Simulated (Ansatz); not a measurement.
**SnSiO4 (model structure, started from the HfGeO4 type, I4₁/a, No. 88, 12 atoms in the cell)**

Level of theory: PBEsol+SOC (PAW; Ansatz, an electronic-structure program).

Settings: plane-wave cutoff 520 eV, 8×8×8 k mesh, Fermi–Dirac smearing 0.01 eV, PAW data made under PBE.

Cell (relaxed with PBEsol):

```
CELL_PARAMETERS angstrom
     -2.33822     2.33822     5.35609
      2.33822    -2.33822     5.35609
      2.33822     2.33822    -5.35609
ATOMIC_POSITIONS crystal
  Sn 0.50000 0.50000 0.00000
  Sn 0.25000 0.75000 0.50000
  Si 0.00000 0.00000 0.00000
  Si 0.75000 0.25000 0.50000
  O  0.08623 0.49416 0.92698
  O  0.24416 0.81717 0.90793
  O  0.56717 0.15924 0.07302
  O  0.90924 0.33623 0.09207
  O  0.66377 0.75584 0.57302
  O  0.50584 0.43283 0.59207
  O  0.18283 0.09076 0.42698
  O  0.84076 0.91377 0.40793
```

For SnSiO4 (model structure, started from the HfGeO4 type, I4₁/a, No. 88, 12 atoms in the cell), the band gap is 2.08 eV (on the SCF k mesh).

Note: the relaxation could raise the start's symmetry but not lower it, so the cell can be a saddle point.

The computed numbers hold no vibrational or temperature effects.

The result took around 3 core-minutes (rough).

A model structure was made by putting elements into a prototype or built by hand; it is no filed structure, need not be a known phase, and can be a saddle point held by its symmetry.
